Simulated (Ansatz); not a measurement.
Structures of equal composition on the (111)A surface of zinc-blende GaAs (Ga plane on top): 2x2 Si adatom at H3; 2x2 Si adatom at T4. The slabs share one bottom face, and each structure is named by its start. These are constructed structures in small cells; real faces may alloy, dewet or reconstruct in larger ones, and not all known structures of the face are among them. Slabs of about 14 Å, Fermi-Dirac smearing of 0.025 eV. Bottom of the slabs: H caps. Relaxed from the named starts with such symmetry as they have, on meshes of like density; energies extrapolated to zero smearing; spin only where a row says so; no spin-orbit coupling, no U. Brackets mark spin-polarised runs, whose order is one that fits the cell. Where a second, spin-polarised start was run, the lower counts.

These are PBE (plane waves to 420 eV, PAW; Ansatz, a first-principles code) values and carry that method's errors.

Task: Rank these by energy per 1x1 cell (lowest first), as PBE gives it.

Result: 2x2 Si adatom at T4 (0.000 eV [spin, 0.5 μB a cell], no gap on the mesh), 2x2 Si adatom at H3 (0.030 eV [spin, 0.6 μB a cell], no gap on the mesh)
